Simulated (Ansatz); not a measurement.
We consider As (I4/mmm, No. 139, 3 atoms in the cell; start mp-1238842; another form than the element's usual one), described by r²SCAN+SOC (PAW; Ansatz, a first-principles code).

The run printed, among other lines:

```
Crystal: 3 atoms, lattice volume = 64.041 Å³
Basis set: ecut = 560 eV, 1975 PW (Γ), exchange–correlation on 120×120×120 points (27 copies of the dense FFT grid, shifted against one another)
Bands: 54, of which v1, the nominal top of the filled ones, is band 45 counted from 1 (44 counted from 0)
Symmetry: 16 space group operations + 16 with time reversal
k-points: 641 of 8000
Initial density: superposition of atomic densities (chi_scale 0.1, normalization cell)
Functional: x = r2scan, c = r2scan; τ floored in thin density (d = 2e-4 eV/Å³)
spin=Noncollinear: Kerker preconditioning applied to the charge; magnetization (m_x, m_y, m_z) channels mix plain (no charge-response kernel on spin).
SCF 1 converged in 11 iterations: F = -14583.074688 eV  dr2 = 3.07e-11
SCF converged after 11 iterations
Free energy (F): -14583.074688 eV
Internal energy: -14583.061854 eV  (E = F + TS)
E sigma→0 (E₀):  -14583.068271 eV
Fermi energy:    10.673681 eV
--- Forces (eV/Å), atoms counted from 1 ---
  atom   1  As     0.00000000    -0.00000000     0.00000000
  atom   2  As     0.00000000     0.00000000     0.00000000
  atom   3  As     0.00000000     0.00000000     0.00000000
--- Stress (GPa, compression-positive) ---
        2.037935       0.000000      -0.000000
        0.000000       2.037935       0.000000
        0.000000       0.000000       1.999520
  P = ⅓ Tr σ = 2.0251 GPa (20.251 kbar)
```

### Question
Write an input file that could have produced this run (the log leaves some choices open).

### Answer
One answer among several that fit: 
Ansatz 0.2 input:
```yaml
crystal:
  lattice:
    - [-2.0003310389, 2.0003310389, 4.0012272834]
    - [2.0003310389, -2.0003310389, 4.0012272834]
    - [2.0003310389, 2.0003310389, -4.0012272834]
  atoms:
    - { symbol: As, position: [0.75, 0.25, 0.5] }
    - { symbol: As, position: [0.25, 0.75, 0.5] }
    - { symbol: As, position: [0.5, 0.5, 0.0] }
basis:
  ecutwfc: 560
  ecutrho_ratio: 4
  xc_grid: 3
kpoints:
  mp_grid: { grid: [20, 20, 20] }
hamiltonian:
  xc: r2scan
  dispersion: none
  pseudopotentials: { kind: paw }
scf:
  occupations: { method: fermi_dirac, width: 0.05 }
  convergence: { dr2_threshold: 0.0000000003 }
output:
  forces: true
  stress: true
  eigenvalues: true
magnetization:
  noncollinear: true
  spin_orbit: true
```

The PAW data were made under PBE.

Note: cell and atoms aren't relaxed at this level (pressure 2.0 GPa).

Computing time: around 14 core-minutes (rough).

A start named mp-… is a Materials Project structure, which need not be a measured phase.
